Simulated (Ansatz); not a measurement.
System: Ni (Im-3m, No. 229, 1 atom in the cell; start mp-1008728; another form than the element's usual one). Method: r²SCAN (PAW; Ansatz, a program for electronic structure).

Numerical settings: plane-wave cutoff 560 eV, 28×28×28 k mesh, Fermi–Dirac smearing 0.05 eV, spin-polarised start, scalar-relativistic PAW data made under PBE.

Cell (relaxed at this level):

```cif
data_Ni2
_chemical_formula_sum 'Ni2'
_space_group_name_H-M_alt 'Im-3m'
_space_group_IT_number 229
_space_group_name_Hall '-I 4 2 3'
_cell_length_a 2.76662
_cell_length_b 2.76662
_cell_length_c 2.76662
_cell_angle_alpha 90.000
_cell_angle_beta 90.000
_cell_angle_gamma 90.000
loop_
_atom_site_label
_atom_site_type_symbol
_atom_site_symmetry_multiplicity
_atom_site_Wyckoff_symbol
_atom_site_fract_x
_atom_site_fract_y
_atom_site_fract_z
_atom_site_occupancy
Ni1 Ni 2 a 0.00000 0.00000 0.00000 1
```
(The calculation used a cell of 1 atom; values per cell refer to that cell.)

Question: What does this level give for the bulk modulus B0?

Answer: 
- bulk modulus B0: 214 GPa

The run finds no gap.

Note: the magnetic order was assumed, not searched for or taken from measurement; the bulk modulus is −V dP/dV from two relaxed cells at ±2 % in volume; the relaxation could not lower the start's symmetry, so the cell can be a saddle point above a distorted one.

It cost around 110 core-seconds (rough) of CPU time.

A start named mp-… is a Materials Project structure, which need not be a measured phase.
